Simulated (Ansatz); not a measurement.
An Ansatz (a quantum-chemistry and plane-wave program) input (PBEsol (Ansatz, PAW, no SOC)):

Ansatz 0.2 input:
```yaml
crystal:
  lattice:
    - [-1.5771488269, 1.5771488269, 1.5771488269]
    - [1.5771488269, -1.5771488269, 1.5771488269]
    - [1.5771488269, 1.5771488269, -1.5771488269]
  atoms:
    - { symbol: W, position: [0, 0, 0] }
basis: { ecutwfc: 420, ecutrho_ratio: 4, xc_grid: 2, fft_grid_basis: typed }
kpoints: { mp_grid: { grid: [21, 21, 21] } }
hamiltonian:
  xc: pbesol
  dispersion: none
  pseudopotentials: { kind: paw }
scf: { occupations: { method: fermi_dirac, width: 0.05 }, convergence: { dr2_threshold: 0.0000000001 } }
output: { forces: true, stress: true }
checkpoint: { write: state.ck, write_every: 1000 }
```

Q: Which symmetry and how many k-points will the program report, and about how many plane waves at Γ?

A: Space group Im-3m (ITA 229) with 48 operations, k-points 286 of 9261, and 321 plane waves at Γ.

Stability against distortions was not tested. All final runs are without spin polarisation. The cell was made from Ta by this change: Ta → W.
